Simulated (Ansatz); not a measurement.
The parent structure is a 16-atom supercell of ZnO in the wurtzite structure (space group P6_3mc, No. 186; a = 3.2796 Å, c = 5.2933 Å) at its relaxed geometry.

(Cell as relaxed with PBE.)

Levels (all Ansatz, a program for electronic structure, PAW): PBE (420 eV, scalar-relativistic without spin-orbit coupling); r2SCAN (500 eV, no SOC).

Each level relaxes its own structure.

One thing is altered: one Zn atom is replaced by In, atoms relaxed at fixed cell, starting from a slightly rattled geometry.

```tsv
quantity	PBE	r2SCAN
pressure	6.8 GPa	8.0 GPa
largest displacement of a host atom from its site in the perfect cell	0.16 Å	0.17 Å
```

PBE's pressure lies 1.2 GPa below r2SCAN's. Neither level is exact; r2SCAN is the comparison here, not a measurement.

Other magnetic orders, which the real material may have, were not ruled out. The cell is small, so the values are those of an ordered compound at a high defect concentration; dilute-limit values will differ. The mesh was chosen for an insulator and is coarse for the gapless case. Starting moments died away, wholly or in part, for In on a Zn site; another magnetic solution may exist.
